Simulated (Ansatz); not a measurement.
Consider the following.

End structure of a constructed model of the (100) surface of fcc Ag, a pseudomorphic layer of Rh in the host's stacking (bottom of the slab: a bare face, its two planes held):

```yaml
crystal:
  lattice:
    - [2.93338, 0.00000, 0.00000]
    - [0.00000, 2.93338, 0.00000]
    - [0.00000, 0.00000, 29.00000]
  atoms:
    - { symbol: Ag, position: [0.50000, 0.50000, 0.28406] }
    - { symbol: Ag, position: [0.00000, 0.00000, 0.35558] }
    - { symbol: Ag, position: [0.50000, 0.50000, 0.42727] }
    - { symbol: Ag, position: [0.00000, 0.00000, 0.49908] }
    - { symbol: Ag, position: [0.50000, 0.50000, 0.57040] }
    - { symbol: Ag, position: [0.00000, 0.00000, 0.64141] }
    - { symbol: Rh, position: [0.50000, 0.50000, 0.70669] }
```

Slab: 7 atoms, 12.5 Å thick at the start; k 13x13x1, smearing 0.1 eV, dipole-corrected; 2 atoms held, the rest relaxed; start symmetry kept, larger cells not searched; no spin, no spin-orbit, no U. It is one candidate, not shown to be the stable structure of the face.

Predict the work function of the top face from Ansatz (a quantum-chemistry and plane-wave program) with PBE.

5.08 eV
